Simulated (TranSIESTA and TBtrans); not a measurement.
Ge chain with a Cl atom beside one bond

Junction: Ge chain with a Cl atom beside one bond. Leads: straight Ge chain, spacing 2.4 Å. Geometry: 3 atoms about the centre moved by SIESTA (PBE, DZP) to a largest force of 0.04 eV/Å, all others as built.

Computed with TranSIESTA and TBtrans, PBE, DZP numerical orbitals (energy shift 0.15 eV), PseudoDojo norm-conserving scalar-relativistic potentials, mesh cutoff 200 Ry, 300 K, no spin polarisation, no spin-orbit coupling; self-consistent non-equilibrium Green functions.

```
Quantity                           Value
---------------------------------  -----
Conductance at 300 K (G0 = 2e²/h)   1.92
Mean T from −0.5 to 0.5 eV          1.92
```

Energies count from the leads' Fermi level. Transmissions are for one spin of a degenerate pair. The energy step is 0.01 eV; narrower resonances are cut or missed.

| E (eV) | T | lead channels |
|---|---|---|
| -1.95 | 0.99 | 1 |
| -1.80 | 0.99 | 1 |
| -1.65 | 0.99 | 1 |
| -1.50 | 0.99 | 1 |
| -1.35 | 0.99 | 1 |
| -1.20 | 0.99 | 1 |
| -1.05 | 1.15 | band edge |
| -0.90 | 1.82 | 3 |
| -0.75 | 1.87 | 3 |
| -0.60 | 1.92 | 3 |
| -0.45 | 1.95 | 3 |
| -0.30 | 1.96 | 3 |
| -0.15 | 1.94 | 3 |
| 0.00 | 1.92 | 3 |
| 0.15 | 1.90 | 3 |
| 0.30 | 1.89 | 3 |
| 0.45 | 1.90 | 3 |
| 0.60 | 1.91 | 3 |
| 0.75 | 1.93 | 3 |
| 0.90 | 1.94 | 3 |
| 1.05 | 1.96 | 3 |
| 1.20 | 1.98 | 3 |
| 1.35 | 2.00 | 3 |
| 1.50 | 2.03 | 3 |
| 1.65 | 2.05 | 3 |
| 1.80 | 2.08 | 3 |
| 1.95 | 2.11 | 3 |

The straight chain is held at its spacing; free chains may zigzag or dimerise. No spin-polarised start was tried, so a magnetic state, if there is one, is missed.
